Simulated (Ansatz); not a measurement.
Data:

```
Nb
1.0
   -1.65596     1.65596     1.65596
    1.65596    -1.65596     1.65596
    1.65596     1.65596    -1.65596
Nb
1
Direct
  0.00000   0.00000   0.00000
```

Calculation: PBE, DFPT electron-phonon coupling, linearised Boltzmann equation (plane waves, PAW, scalar-relativistic; Ansatz, a quantum-chemistry and plane-wave program). Condition of this run: functional PBE. How the cell was made: relaxed with this functional, without spin-orbit coupling.

Q: Predict λ, the logarithmic mean phonon energy and the superconducting Tc for μ* = 0.10 referred to 15.4 meV.

A: λ = 1.39, ħω_log = 12.0 meV, Tc 16.9 K from the anisotropic Eliashberg equations. μ* is a chosen number, and Tc is 18.4 K at 0.08 and 12.6 K at 0.16.

A metal at this level (no band gap). The phonons are harmonic. Spin-orbit coupling is left out. For metals of groups 4 to 10, Tc at these values of μ* can lie well above the measured one. The self-energy correction of the phonons between q points moved λ by about 4 %. The squared frequency of the phonon mode least converged on the k mesh is uncertain by about 10 %. The run warned that the eigensolver left some states short of its tolerance. Halving the electron mesh (36x36x36) moves the coupling by up to 2 %, Tc by up to 2 %. Smearing 0.20 eV; phonons on a 6x6x6 q mesh, which this run doesn't test.
